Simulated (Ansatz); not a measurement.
Consider IrO$_{2}$ in the rutile structure (space group P4_2/mnm, No. 136).

```yaml
crystal:
  lattice:
    - [4.52931, 0.00000, 0.00000]
    - [0.00000, 4.52931, 0.00000]
    - [0.00000, 0.00000, 3.17991]
  atoms:
    - { symbol: Ir, position: [0.00000, 0.00000, 0.00000] }
    - { symbol: Ir, position: [0.50000, 0.50000, 0.50000] }
    - { symbol: O, position: [0.30844, 0.30844, 0.00000] }
    - { symbol: O, position: [0.80844, 0.19156, 0.50000] }
    - { symbol: O, position: [0.19156, 0.80844, 0.50000] }
    - { symbol: O, position: [0.69156, 0.69156, 0.00000] }
```

Cartesian axes are those of the cell as printed.

Calculations: Kohn–Sham DFT with the PBE functional, run in Ansatz (a quantum-chemistry and plane-wave program) with PAW and 420 eV plane waves, spin-orbit coupling left out, earlier PAW set.

Base values:

| Quantity | Value |
|---|---|
| Shortest interatomic distance | 1.976 Å |

Modification: the cell is stretched by 5.67 % along z with no lateral relaxation; the atoms relax in the strained cell.

**Question.** What happens to the energy relative to the base, shortest interatomic distance and largest internal atomic displacement?

**Answer.** The energy grows by 61 meV/atom; the shortest interatomic distance rises by 0.021 Å, from 1.976 Å to 1.997 Å; the largest internal atomic displacement amounts to 0.021 Å.

Without a gap, meshes like the base's 10×10×15 leave anisotropic stresses uncertain by several tenths of a GPa, and small strain energies with them. Whether these cells are dynamically stable was not tested. No Hubbard U is applied, and correlation can decide whether such a compound is a metal. All final runs are without spin polarisation.
